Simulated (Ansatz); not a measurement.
**Hypothetical P6_3/mmc SnSe2: response to strain**

Take SnSe₂ in the 2H-MoS2 type structure (space group P6_3/mmc, No. 194; a = 3.833 Å, c = 11.507 Å; a hypothetical phase, not in the database extracts checked; layered, stacked along the Cartesian z axis) as the base. Axes: x lies along a and z along c of the hexagonal cell.

Strains are applied to the cell and any free atomic positions relax; under biaxial strain the out-of-plane vector relaxes too; under stress the whole cell relaxes.

All numbers come from PBE-D3(BJ)/PAW in Ansatz (an electronic-structure program), spin-orbit coupling left out.

Notes on the quantities. energy relative to the base: free energy F; pressure: mean of the normal stresses, compression positive.

```tsv
change	shortest interatomic distance	energy relative to the base	space group	pressure
base	2.814 Å	0 meV/atom	P6_3/mmc (No. 194)	0.0 GPa
biaxial strain +3.36 %, plane normal [001], relaxed out of plane	2.862 Å	–	P6_3/mmc (No. 194)	-2.1 GPa
isotropic strain +1.98 %	2.849 Å	+13 meV/atom	P6_3/mmc (No. 194)	-2.7 GPa
isotropic strain +2.49 %	2.858 Å	+21 meV/atom	P6_3/mmc (No. 194)	-3.3 GPa
uniaxial strain ε_zz = +2.73 %	2.819 Å	+5.3 meV/atom	P6_3/mmc (No. 194)	-1.2 GPa
uniaxial stress, 5 GPa compression along x	2.784 Å	+21 meV/atom	Cmcm (No. 63)	–
tensor shear ε_xy = +3.41 %	2.578 Å	-34 meV/atom	P2_1/m (No. 11)	1.6 GPa
tensor shear ε_xz = −0.89 %	2.585 Å	-25 meV/atom	C2/c (No. 15)	2.0 GPa
```

Without a gap, meshes like the base's 14×14×4 leave anisotropic stresses uncertain by several tenths of a GPa, and small strain energies with them. Stability under load was not tested beyond the relaxation. The final runs are not spin-polarised. Under tensor shear ε_xy = +3.41 % and tensor shear ε_xz = −0.89 % the cell ends below the base's energy or with stress of the wrong sign: the atoms slid into a distortion or the cell is elastically unstable, so the base is not a stable minimum at this level.
